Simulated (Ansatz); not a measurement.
Consider the following.

End structure of a constructed model of the (111) surface of fcc Cu, (√3x√3)R30° layer of N, one a cell, in the other hollow (bottom of the slab: a bare face, its two planes held):

```yaml
crystal:
  lattice:
    - [3.85020, 2.22291, 0.00000]
    - [-3.85020, 2.22291, 0.00000]
    - [0.00000, 0.00000, 28.50000]
  atoms:
    - { symbol: Cu, position: [0.00000, 0.66667, 0.28883] }
    - { symbol: Cu, position: [0.33333, 0.33333, 0.28883] }
    - { symbol: Cu, position: [0.66667, 0.00000, 0.28883] }
    - { symbol: Cu, position: [0.00000, 0.33333, 0.36237] }
    - { symbol: Cu, position: [0.33333, 0.00000, 0.36237] }
    - { symbol: Cu, position: [0.66667, 0.66667, 0.36237] }
    - { symbol: Cu, position: [0.00000, 0.99911, 0.43559] }
    - { symbol: Cu, position: [0.33423, 0.66756, 0.43559] }
    - { symbol: Cu, position: [0.66577, 0.33333, 0.43559] }
    - { symbol: Cu, position: [0.00000, 0.66659, 0.50904] }
    - { symbol: Cu, position: [0.33326, 0.33333, 0.50904] }
    - { symbol: Cu, position: [0.66674, 0.00007, 0.50904] }
    - { symbol: Cu, position: [0.00000, 0.33333, 0.58209] }
    - { symbol: Cu, position: [0.33333, 0.00000, 0.58236] }
    - { symbol: Cu, position: [0.66667, 0.66667, 0.58236] }
    - { symbol: Cu, position: [0.00000, 0.98798, 0.65766] }
    - { symbol: Cu, position: [0.34535, 0.67869, 0.65766] }
    - { symbol: Cu, position: [0.65465, 0.33333, 0.65766] }
    - { symbol: N, position: [0.00000, 0.33333, 0.69259] }
```

Model: 19-atom slab, 12.0 Å thick at the start, 10x10x1 mesh, Fermi-Dirac 0.1 eV, dipole correction, 6 atoms held, the rest relaxed; start symmetry kept, larger cells not searched; no spin, no spin-orbit, no U. In PBE it lies 0.04 eV a 1x1 cell over the lowest computed structure of the same composition ((√3x√3)R30° layer of N, one a cell, on the site that continues the host's stacking).

### Question
Estimate the work function of the top face that PBE (Ansatz, a program for electronic structure) returns for this input.

### Answer
5.94 eV
